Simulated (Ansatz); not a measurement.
**What isotropic strain −1.50 % does to MgS**

The reference is MgS in the rock salt structure (space group Fm-3m, No. 225; a = 5.129 Å).

The change: the cell is scaled by 0.9850 in all directions; the atoms relax in the strained cell.

Computed with Ansatz (an electronic-structure program) LDA, spin-orbit coupling left out. Settings: 11×11×11 k-points, 0.05 eV Fermi–Dirac smearing.

| quantity | base | changed | shift |
|---|---|---|---|
| volume per atom | 16.87 Å³ | 16.12 Å³ | -0.75 Å³ |
| space group | Fm-3m (No. 225) | Fm-3m (No. 225) | – |
| energy relative to the base (free energy F) | 0 meV/atom | +9.3 meV/atom | +9.3 meV/atom |
| pressure | 0.00 GPa | 4.13 GPa | +4.138 GPa |
| band gap | 2.65 eV | 2.74 eV | +0.09 eV |
| gap character | indirect, Γ → X | indirect, Γ → X | – |
| smallest direct gap | 3.83 eV | 4.21 eV | +0.38 eV |
| mean gap deformation potential ΔEg/Δln V | – | -2.0 eV | – |
| width of the top valence band | 2.54 eV | 2.67 eV | +0.136 eV |
| electron mass | 0.53 mₑ along k, 0.28 mₑ across (at X) | 0.54 mₑ along k, 0.29 mₑ across (at X) | – |
| hole mass (degenerate bands, along [100]) | 0.25, 0.89, 0.89 mₑ (at Γ) | 0.26, 0.85, 0.85 mₑ (at Γ) | – |
| valley order (the lowest conduction-band minima on the path, energy above the VBM, named in the base's zone) | X along ⟨100⟩ 2.65 eV; Γ 3.83 eV | X along ⟨100⟩ 2.74 eV; Γ 4.21 eV | – |

Effective masses come from finite differences of ±0.01 Å⁻¹. Along k means along the line from Γ to the band edge. Stability against distortions was not tested.
